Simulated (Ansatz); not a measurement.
Ta on the Al site (Ta_Al) in corundum (start: the Al site; 120-site cell, 2×2×2 Γ-centred sampling). Method: PBE, PAW (plane waves to 420 eV; Ansatz, a program for electronic structure). Total energies of the localised charge states, counted from that of charge +2, and their image corrections (point charge with alignment); the host's valence-band maximum lies at 7.358 eV on the cells' energy zero and its gap is 5.85 eV.

```tsv
charge	moment (μB)	E − E(first) (eV)	correction (eV)
+2	not spin-polarised	0.000	1.174
+1	1.0	11.630	0.404
0	2.0	23.869	0.000
−1	3.0	36.802	-0.027
```

### Question
Derive the transition levels above the valence-band maximum and say which of them are thermodynamic.

### Answer
A level is the Fermi energy at which two charges have equal formation energy: ε(q/q′) = [E(q′) + corr(q′) − E(q) − corr(q)] / (q − q′) − E_VBM.
ε(+2/+1) = [(11.630 + 0.404) − (0.000 + 1.174)] / 1 − 7.358 = 3.50 eV
ε(+1/0) = [(23.869 + 0.000) − (11.630 + 0.404)] / 1 − 7.358 = 4.48 eV
ε(0/−1) = [(36.802 + -0.027) − (23.869 + 0.000)] / 1 − 7.358 = 5.55 eV
Thermodynamic levels at least 0.1 eV inside the gap: (+2/+1) at 3.50 eV; (+1/0) at 4.48 eV; (0/−1) at 5.55 eV. Corrections reach 1.17 eV, so the outer levels may be off by several tenths of an eV. Only the charges listed were compared. Flagged in the runs: a host whose relaxation on this sampling wasn't shown to rest, a strain field that reaches the edge of the cell.
